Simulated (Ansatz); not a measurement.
Take Ru in the diamond structure (space group Fd-3m, No. 227; a = 5.456 Å; a hypothetical phase, not in the database extracts checked; relaxed with 0.1 eV smearing) as the base. Axes: x, y, z lie along the cube axes.

Level of theory: PBE (Ansatz, a quantum-chemistry and plane-wave program, PAW, no spin-orbit coupling).

One thing is altered: the cell is scaled by 0.9885 in all directions, atoms relaxed at fixed cell.

Q: Predict the stress tensor and what it implies for the stiffness.

A: Stress of the strained cell less that of the base (GPa, compression positive):
```
    6.1     0.0     0.0
    0.0     6.1     0.0
    0.0     0.0     6.1
```

Then B = −ΔP/(ΔV/V₀) with ΔV/V₀ = -0.0341 gives secant stiffness values (nonlinear terms included at this strain): B ≈ 180 GPa.

As a check, the harmonic strain energy −½ V₀ Δσ:ε is 13 meV/atom; the computed energy rise is 13 meV/atom.

Stability against distortions was not tested. The final runs are not spin-polarised.
